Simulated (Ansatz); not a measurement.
# Ti: energy against strain

Ti (hcp, P6_3/mmc, 16.745 Å³/atom at rest, c along z) under a strain ε along c (axis z), the other axes held. PBEsol in Ansatz, a plane-wave DFT program (PAW, default set), 420 eV, 23×23×13 Γ-centred mesh, Fermi-Dirac smearing 0.10 eV; ions are relaxed within the symmetry of each cell.

Here s stands for strain and y for E less E0.

| strain (%) | E less E0 (meV/atom) |
|---|---|
| -3.00 | ? |
| -1.50 | 1.98 |
| -1.00 | 0.77 |
| -0.50 | 0.12 |
| 0.00 | 0.00 |
| 0.50 | 0.40 |
| 1.00 | 1.32 |
| 1.50 | 2.72 |

Using a parabola, estimate the missing y at s = -3.00 from the other rows, showing the fit.

Least squares gives y = 0.000 + 0.2571·s + 1.0448·s². Residuals (row less fit): 0.015, -0.018, -0.013, 0.000, 0.010, 0.018, -0.016; standard error 0.019 (degrees of freedom: 4). Twice the quadratic coefficient over the volume, 2 × 1.0448 meV × 10⁴ × 0.1602 / 16.745 Å³, is the elastic constant C33 = 200 ± 1.6 GPa. At the withheld row, y = 0.000 + 0.2571 × (-3.0) + 1.0448 × (-3.0)² = 8.632 meV/atom. The calculation gives 9.01 meV/atom, 0.378 meV/atom above the prediction (4.2 % of the range of y in the table). The row lies outside the fitted rows, so this is an extrapolation. From the scatter of the fitted rows alone, a prediction at this place has a standard error of 0.071 meV/atom, so the miss is 5.3 times that.

One order more, fitted to all 13 runs of the series, follows each within 0.01, so the miss is the next term of a smooth law. In a metal these values are sensitive to mesh and smearing; energies are taken to zero smearing, stresses follow the free energy. Rows are the converged runs of the series near zero and its far end; series whose fitted rows scatter by over a few per cent of the range, as at a crossing or softening among them, aren't shown in this form. Most that stay on the fit to the last digits aren't either.
